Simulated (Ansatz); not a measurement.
The structure below was relaxed with r2SCAN (Ansatz, a program for electronic structure, PAW, spin-orbit coupling left out), at pressure −2 GPa.

Space group Pm-3m (No. 221); a = b = c = 4.003 Å, α = β = γ = 90.00°

| atom | site | symmetry | x | y | z |
|---|---|---|---|---|---|
| K | 1a | m-3m | 0.0000 | 0.0000 | 0.0000 |
| Ta | 1b | m-3m | 0.5000 | 0.5000 | 0.5000 |
| O | 3c | 4/mm.m | 0.0000 | 0.5000 | 0.5000 |

Question: Write out a cell with all atoms.

Answer: 
```xyz
5
Lattice="4.0032 0.0000 0.0000 0.0000 4.0032 0.0000 0.0000 0.0000 4.0032" Properties=species:S:1:pos:R:3 pbc="T T T"
K      0.0000     0.0000     0.0000
Ta     2.0016     2.0016     2.0016
O      0.0000     2.0016     2.0016
O      2.0016     2.0016     0.0000
O      2.0016     0.0000     2.0016
```
This is the conventional cell.

Load acts through the strain it causes; cell and atoms are relaxed under it. Stability against distortions was not tested. The cell was made from KTaO$_{3}$ in the cubic perovskite structure (space group Pm-3m, No. 221) by this change: pressure −2 GPa.
